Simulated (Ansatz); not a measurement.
## A constructed model of the (0001) surface of hcp Co, ferromagnetic, (√3x√3)R30° layer of Te, one a cell, on the site that continues the host's stacking (bottom of the slab: a bare face, its two planes held)

Level of theory: PBE (plane waves to 420 eV, PAW; Ansatz, a program for electronic structure).

Model: 19-atom slab, 12.4 Å thick at the start with caps and adatoms (thin: gaps and levels are the slab's own), 10x10x1 mesh, Fermi-Dirac 0.1 eV, dipole correction, 6 atoms held, the rest relaxed; symmetry of the start imposed; spin-polarised, ending with about 29.0 μB a cell; orders that need a larger cell were not tried, no spin-orbit, no U. It is one candidate, not shown to be the stable structure of the face.

```yaml
work_function_of_the_top_face: 4.50 eV
energy_released_by_relaxation: 0.38 eV
magnetic_moment_of_the_cell: 29.00 μB
cost: about 21 core-minutes (a rough figure)
```
